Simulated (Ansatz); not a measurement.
Ansatz (a first-principles code) run on BaGaGeH (P3m1, 4 atoms in the cell): relaxation of cell and atoms.

Computed with PBEsol, default PAW files made with PBE (plane waves; Ansatz).

The change in words: atoms on their sites; relax: default → cell and atoms. Reference geometry:
```
CELL_PARAMETERS angstrom
      4.39993     0.00000     0.00000
     -2.19997     3.81045     0.00000
      0.00000     0.00000     5.29591
ATOMIC_POSITIONS crystal
  Ba 0.33333 0.66667 0.00946
  Ga 0.00000 0.00000 0.55053
  Ge 0.66667 0.33333 0.44636
  H  0.00000 0.00000 0.88298
```

Reference input (self-consistent single point, DFT, PBEsol, plane waves, default PAW files made with PBE): basis.ecutwfc = 420 eV; kpoints.mp_grid.grid = 7 7 5; hamiltonian.xc = pbesol; hamiltonian.pseudopotentials = {kind: paw} (the program's default PAW files); scf.occupations.method = gaussian; scf.occupations.width = 0.136 eV. This run's input differs from it in these lines:

```diff
@@ -6,3 +6,3 @@
   atoms:
-    - { symbol: Ba, position: [0.33333300, 0.66666700, 0.00946100] }
+    - { symbol: Ba, position: [0.33333300, 0.66666700, 0.00002000] }
     - { symbol: Ga, position: [0.00000000, 0.00000000, 0.55053000] }
@@ -23,2 +23,4 @@
     width: 0.136
+relax:
+  cell: {}
 output:
```

The program printed (abridged):

```
   [... SCF lines of the steps left out ...]
relax step   1: F+E_penalty+E_count = -13877.09200420 eV  Δ(F+E_penalty+E_count) = +0.000e0 eV  max|allowed force component| = 4.674e-2 eV/Å  Δτ_max = 0.0000 Å  P = -3.355 GPa  Ω = 88.790 Å³  (6 SCF iters, dr2 threshold 1.00e-7 eV, accepted)
relax step   2: F+E_penalty+E_count = -13877.13088295 eV  Δ(F+E_penalty+E_count) = -3.888e-2 eV  max|allowed force component| = 4.450e-1 eV/Å  Δτ_max = 0.0941 Å  P = +1.397 GPa  Ω = 79.894 Å³  energy of the carried Pulay correction = +1.947e-3 eV  [...]
   [... lines left out ...]
relax step   7: F+E_penalty+E_count = -13877.17138418 eV  Δ(F+E_penalty+E_count) = -6.096e-5 eV  max|allowed force component| = 6.212e-3 eV/Å  Δτ_max = 0.0038 Å  P = -0.017 GPa  Ω = 81.774 Å³  energy of the carried Pulay correction = +1.519e-3 eV  [...]
relax step   8: F+E_penalty+E_count = -13877.16998918 eV  Δ(F+E_penalty+E_count) = +1.395e-3 eV  max|allowed force component| = 6.115e-3 eV/Å  Δτ_max = 0.0000 Å  P = -0.022 GPa  Ω = 81.774 Å³  stress off target by 2.78e-2 GPa  SCF on the basis [...]
basis re-selected at this cell: Δ(F+E_penalty+E_count) = +1.395e-3 eV, ΔP = -0.006 GPa vs the last step
the relaxation is at rest under the 6 symmetry operations that the run kept from its start: a minimum is not shown …
Free energy (F): -13877.169989 eV
Internal energy: -13877.169979 eV  (E = F + TS)
E sigma→0 (E₀):  -13877.169984 eV
Entropy (-TS):   -0.000010 eV (-0.002 meV/atom)
Fermi energy:    9.063423 eV
--- Forces (eV/Å), atoms counted from 1 ---
  atom   1  Ba     0.00000000    -0.00000000     0.00005923
   [... lines left out ...]
  cell:  # Å, volume = 81.7740 Å³
   [... lines left out ...]
  atoms:
    - { symbol: Ba, position: [0.3333333333333333, 0.6666666666666666, -0.0002423706125765779] }
    - { symbol: Ga, position: [-6.045717854718095e-19, -1.4240375252597075e-33, 0.5466119172534859] }
    - { symbol: Ge, position: [0.6666666666666666, 0.3333333333333333, 0.44617204432123936] }
    - { symbol: H, position: [6.740584675080176e-19, 5.979000821332726e-34, 0.8873484090378506] }
```

The run converged. 

Summary of the result:
* **Free energy E − TS (on the zero of these files)**: -13877.1700 eV
* **Gap on the k-point mesh**: 0.62 eV
* **Pressure**: -0.02 GPa
* **Largest force (vector length)**: 0.006 eV/Å
* **Final cell**: a = b = 4.310 Å, c = 5.082 Å, α = β = 90.00°, γ = 120.00°
* **Final volume per atom**: 20.44 Å³
* **Relaxation steps**: 8

The starting cell comes from a database of computed structures (which also holds hypothetical and non-ambient phases and stackings), without a prior relaxation at this level. Its lattice was rescaled by up to half a per cent. The relaxation keeps the symmetry of its start, so its end need not be a minimum. Ansatz's pressure includes its estimate of the finite-basis (Pulay) stress.

Cost on one core of a shared machine: roughly 60 s.

Keys are those of Ansatz 0.2.
